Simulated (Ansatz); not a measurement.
Where the default PAW files enter, the runs use the earlier of Ansatz's two default sets.

Consider the following.

```
N4Si3
1.0
    2.90520     0.00000     0.00000
    0.00000    13.17145     0.00000
    0.00000     6.58572     3.80227
Si N
6 8
Direct
  0.25000   0.76892   0.05603
  0.75000   0.23108   0.94397
  0.75000   0.59387   0.63721
  0.25000   0.40613   0.36279
  0.25000   0.82495   0.58118
  0.75000   0.17505   0.41882
  0.25000   0.66667   0.00000
  0.75000   0.33333   0.00000
  0.25000   0.03081   0.63904
  0.75000   0.96919   0.36096
  0.75000   0.70066   0.26853
  0.25000   0.29934   0.73147
  0.25000   0.66985   0.62949
  0.75000   0.33015   0.37051
```

Space group of this cell: P6_3/m. The cell is taken as given.

These are r2SCAN (plane waves, PAW; Ansatz, an electronic-structure program) values and carry that method's errors.

The current runs along the normal of the first two printed vectors; no spin-orbit coupling. Scaled by the factor s: the length along the current (ions clamped). The meshes follow the cell: 10×6×8 and 10×4 across at s = 0.97, 10×8×8 and 10×4 across at s = 1.00, 10×6×8 and 10×4 across at s = 1.03.

```csv
s,mean pressure (GPa),band gap (eV)
0.97,8.5,4.88
1.00,0.1,5.00
1.03,-6.9,?
```

**Question.** Take the slope of the band gap against ln s from the two given rows, extrapolate to s = 1.03, and say what the run there gives.

**Answer.** Slope = (4.88 − 5.00) / ln 0.97 = 3.94 eV. The line gives 5.00 + (3.94) × ln 1.03 = 5.12 eV. The run gives 5.06 eV, 0.06 eV under the line, 48 % of the predicted step.
